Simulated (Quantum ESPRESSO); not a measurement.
# Cost against accuracy: ecutwfc for Hf₄Ni₃As₈ (P-4m2, 15 atoms in the cell)

Cell: a = 3.8333 Å, b = 3.8333 Å, c = 17.4361 Å, α = 90.00°, β = 90.00°, γ = 90.00°.

Level of theory: LDA (PZ), GBRV 1.5 ultrasoft (LDA) pseudopotentials (plane waves; Quantum ESPRESSO).

Base settings: ecutwfc = 50 Ry; ecutrho = 400 Ry; occupations = smearing; smearing = fd; degauss = 0.0073499 Ry; potentials = {Hf: hf_lda_v1.uspp.F.UPF, Ni: ni_lda_v1.4.uspp.F.UPF, As: as_lda_v1.uspp.F.UPF}; K_POINTS = automatic 6 6 1 0 0 0; conv_thr = 1e-10 Ry.

Misses are taken against the tightest run, 50 Ry, which need not be fully converged itself. The energy is the free energy per atom.

The count of work is k-points × plane waves × bands × iterations; it is no time, and leaves out set-up, grids and terms that scale otherwise. Core times come from one kind of shared machine and are given to one figure; runs under 30 s give none.

The starting cell comes from a database of computed structures (which also holds hypothetical and non-ambient phases and stackings), without a prior relaxation at this level. Spin polarisation is off, so a magnetic state, if there is one, cannot be reached. In the base run, with a pressure of about -8 GPa the cell is away from its equilibrium volume at this level. Without a gap this mesh is coarse (it stands for a supercell whose shortest vector is 17 Å).

The runs (ecutwfc): 20 Ry (ecutrho: 400 Ry → 160 Ry) | 25 Ry (ecutrho: 400 Ry → 200 Ry) | 30 Ry (ecutrho: 400 Ry → 240 Ry) | 35 Ry (ecutrho: 400 Ry → 280 Ry) | 40 Ry (ecutrho: 400 Ry → 320 Ry) | 45 Ry (ecutrho: 400 Ry → 360 Ry) | 50 Ry.

Problem. Which is the coarsest setting among those run that, with all tighter ones, holds the energy within 20 meV/atom of the reference, and what does it save?

Solution. 40 Ry (ecutrho: 400 Ry → 320 Ry), off by 12 meV/atom; its saving against the reference is no more than about a factor of 2 in the count of work.

Problem. Which is the coarsest setting among those run that, with all tighter ones, holds the energy within 10 meV/atom of the reference, and what does it save?

Solution. 45 Ry (ecutrho: 400 Ry → 360 Ry), off by 1.6 meV/atom; its saving against the reference is no more than about a factor of 2 in the count of work.

Problem. What does the step from 20 Ry (ecutrho: 400 Ry → 160 Ry) to 45 Ry (ecutrho: 400 Ry → 360 Ry) buy?

Solution. It takes the miss in the energy from 9900 to 1.6 meV/atom, for 2.6 times the count of work and roughly 4 times the time.

| ecutwfc | energy less reference (meV/atom) | pressure less reference (GPa) | largest difference in the force on any atom (eV/Å) | count of work / reference | core time / reference (rough) |
|---|---|---|---|---|---|
| 20 Ry (ecutrho: 400 Ry → 160 Ry) | 9876.74 | -375.73 | 0.406 | 0.32 | 0.2 |
| 25 Ry (ecutrho: 400 Ry → 200 Ry) | 2168.16 | -103.97 | 0.123 | 0.37 | 0.3 |
| 30 Ry (ecutrho: 400 Ry → 240 Ry) | 457.60 | -27.63 | 0.037 | 0.46 | 0.4 |
| 35 Ry (ecutrho: 400 Ry → 280 Ry) | 82.31 | -6.41 | 0.010 | 0.59 | 0.5 |
| 40 Ry (ecutrho: 400 Ry → 320 Ry) | 12.19 | -1.15 | 0.001 | 0.71 | 0.6 |
| 45 Ry (ecutrho: 400 Ry → 360 Ry) | 1.60 | -0.09 | 0.001 | 0.85 | 1.0 |
| 50 Ry | 0.00 | 0.00 | 0.000 | 1.0 | 1 |
